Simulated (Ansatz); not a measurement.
Some atoms of an NVE trajectory of composition Si15B, cell Si60B4, held well above this temperature first, at a temperature that wasn't checked against the liquidus, so perhaps supercooled [in the run: it was liquid; mean temperature 1767 K (target 1840 K); density 2.47 g/cm³]; time step 1.5 fs, velocity Verlet. These are PBE (plane waves, PAW; Ansatz, an electronic-structure program) values and carry that method's errors. On the run's last frame a denser k-mesh moved the forces by 0.117 eV/Å rms, the static pressure by 0.16 GPa and the free energy by 6 meV/atom, which is about how far such values are converged.

| atom | mass (u) | x y z (Å) | v (Å/fs) | F (eV/Å) |
|---|---|---|---|---|
| Si27 | 28.085 | -0.82199 13.44077 3.32354 | 0.001243 -0.004547 0.005858 | -0.0417 0.0236 -0.0414 |
| Si40 | 28.085 | 8.45459 8.90374 10.46326 | -0.013698 -0.006058 0.003458 | 0.6446 1.0051 0.5806 |
| Si50 | 28.085 | 2.70766 -2.18296 1.55060 | -0.003119 -0.002935 -0.002907 | -0.4838 -0.6359 -0.2541 |
| Si60 | 28.085 | 15.15929 2.05482 12.77937 | -0.007260 -0.014111 0.002135 | -0.7834 0.8163 -0.5207 |

Give their positions one step later.

x' = x + vΔt + FΔt²/(2m), with 1 eV/(Å·u) = 0.0096485 Å/fs².
```json
[
 {"atom": "Si27", "x' y' z' (Å)": "-0.82014 13.43395 3.33231"},
 {"atom": "Si40", "x' y' z' (Å)": "8.43430 8.89504 10.46867"},
 {"atom": "Si50", "x' y' z' (Å)": "2.70279 -2.18761 1.54614"},
 {"atom": "Si60", "x' y' z' (Å)": "15.14809 2.03397 12.78237"}
]
```
